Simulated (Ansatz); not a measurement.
Amorphous Si32N40, 72 atoms at 2.92 g/cm³, one PBE-relaxed geometry, zone centre. Methods: PBE, scalar-relativistic without spin-orbit coupling (Ansatz, a quantum-chemistry and plane-wave program); r2SCAN, scalar-relativistic without spin-orbit coupling (Ansatz); HSE06, scalar-relativistic without spin-orbit coupling (Ansatz). Plane waves to 420 eV (r2SCAN 500 eV); exact exchange is cut at the cell's faces. The usual formal charges leave 8 electrons over, so the level spacing at the Fermi energy parts defect or band states and needn't be the band gap. At PBE the levels at the filled edge of the gap are localised (band-tail or defect states), and the nearest spread-out levels lie 2.4 eV apart at the zone centre. The higher rungs were started with moments on some atoms, which died out.

It comes from a melt-quench run on a machine-learned potential (CHGNet), relaxed afterwards by DFT. N atoms were pushed apart under 1.9 Å during the dynamics, to hinder bonds among them. The hot cell started wider than the set density and was brought back towards it in steps. It is the lowest in DFT energy of 8 quenches. It is a model cell: composition and starting density were chosen by hand, and all elements were melted together. No dispersion term was used. Its density started from a set value of 2.88 and ended at 2.92 g/cm³. Cooling (nominally 300 K/ps over its main leg) ran many orders faster than in experiment, which tends to leave more defects and strain. A cell of this size samples the disorder only roughly. Volume and shape were free in the relaxation.

The relaxation ran on the zone centre alone. At PBE the level spacing at the Fermi energy is 1.52 eV on a 2×2×2 Γ-centred mesh, and the spacing at the zone centre alone 1.71 eV.

### Question
What zone-centre spacing does r2SCAN give, roughly?

### Answer
2.02 eV (+0.31 eV against PBE).

### Question
What zone-centre spacing does HSE06 give, roughly?

### Answer
2.64 eV (+0.93 eV against PBE).

The highest filled and the lowest empty state spread over these numbers of atoms (participation numbers): PBE: 5.7 and 26.7; r2SCAN: 5.4 and 26.3; HSE06: 5.3 and 25.0.
